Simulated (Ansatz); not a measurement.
Crystal: PbI₂ (P-3m1, CdI2 type, 3 atoms a cell, 41.8 Å³ an atom); planes in its conventional cell.

Method: PBEsol (plane waves, PAW; Ansatz, a program for electronic structure).

The gap is the functional's own, uncorrected, and κ follows it; spin-orbit coupling is left out. Mid-gap values are interpolated between the computed energies.

```json
[
 {"plane": "(001)", "area of the cell (Å²)": "18.0", "mid-gap κ (1/Å)": "0.26", "largest κ in the gap (1/Å)": "0.26"},
 {"plane": "(100)", "area of the cell (Å²)": "31.8", "mid-gap κ (1/Å)": "___", "largest κ in the gap (1/Å)": "___"}
]
```

Q: The slowest decay depends on the direction. Supply the withheld values.

A: 
- (100), mid-gap κ (1/Å): 0.18
- (100), largest κ in the gap (1/Å): 0.18
